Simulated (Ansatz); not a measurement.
**HfC in the rock salt structure (space group Fm-3m, No. 225)**

```xyz
2
Lattice="0.0000 2.3257 2.3257 2.3257 0.0000 2.3257 2.3257 2.3257 0.0000" Properties=species:S:1:pos:R:3 pbc="T T T"
Hf     0.0000     0.0000     0.0000
C      2.3257     2.3257     2.3257
```

Level of theory: Ansatz (an electronic-structure program), PBE, PAW, cutoff 420 eV, no spin-orbit coupling. k-mesh 17×17×17 (Γ-centred); smearing 0.05 eV (Fermi–Dirac).

| Property | Result |
|---|---|
| Volume per atom | 12.58 Å³ |
| Density | 12.57 g/cm³ |
| Band gap | zero |
| Total energy | -7987.071 eV/atom (σ→0; compares only within this code and set-up) |

Stability against distortions was not tested. All final runs are without spin polarisation.
